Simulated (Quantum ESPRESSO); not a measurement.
## σxx against uniaxial strain in bcc W (space group 229): C11 (Quantum ESPRESSO, PBEsol)

```
CELL_PARAMETERS angstrom
     -1.55385     1.57751     1.57751
      1.55385    -1.57751     1.57751
      1.55385     1.57751    -1.57751
ATOMIC_POSITIONS crystal
  W  0.00000 0.00000 0.00000
```

Computed with PBEsol, GBRV 1.5 ultrasoft (PBESOL) pseudopotentials (plane waves; Quantum ESPRESSO 7.5). Settings: ecutwfc = 52 Ry; ecutrho = 416 Ry; occupations = smearing; smearing = fermi-dirac; degauss = 0.0036749 Ry; potentials = {W: w_pbesol_v1.2.uspp.F.UPF}; K_POINTS = automatic 38 38 38 0 0 0; conv_thr = 1e-10 Ry. The cell above is the first row's. The rows stretch one cube axis (x) by the strain ε and hold the other two. Stress is positive in tension. In all rows the k mesh is held.

| ε (%) | σxx (GPa) |
|---|---|
| -1.5 | ? |
| -1.0 | -5.45 |
| -0.5 | -2.53 |
| 0.0 | 0.28 |
| 0.5 | 2.99 |
| 1.0 | 5.61 |
| 1.5 | 8.14 |
| 2.0 | 10.58 |

Fit σxx against ε with a parabola, and predict the withheld value at ε = -1.5.

Least squares gives σxx = 0.275 + 5.5295·ε - 0.1895·ε². Residuals (row less fit): -0.006, 0.007, 0.005, -0.002, -0.005, -0.003, 0.004; standard error 0.006 (degrees of freedom: 4). The slope at ε = 0, 5.5295 GPa per cent, gives C11 ≈ 100 × 5.5295 = 553 GPa, for the static lattice. At the withheld row, σxx = 0.275 + 5.5295 × (-1.5) - 0.1895 × (-1.5)² = -8.446 GPa. The calculation gives -8.48 GPa, 0.034 GPa below the prediction (0.2 % of the range of σxx in the table). The row lies outside the fitted rows, so this is an extrapolation. From the scatter of the fitted rows alone, a prediction at this place has a standard error of 0.012 GPa, so the miss is 2.8 times that.

Carrying the step between the two nearest rows on in a straight line would have given -8.37, off by 0.11; series whose last step already gives the withheld value aren't shown. The reference cell has the volume at which an earlier scan in this program and functional put its minimum by a fit. The unstrained cell stands at a pressure of -0.28 GPa, and the constants belong to that pressure. Spin polarisation is off. Spin-orbit coupling is off. Without a gap such slopes are sensitive to mesh and smearing. Cutoffs and mesh are single choices, not tested for convergence of this quantity. Series with a scatter that would blur these digits, or in which a gap closes, are not shown. Strain series were run only where this level's volume lies within 10 % of a first guess from the measured size.
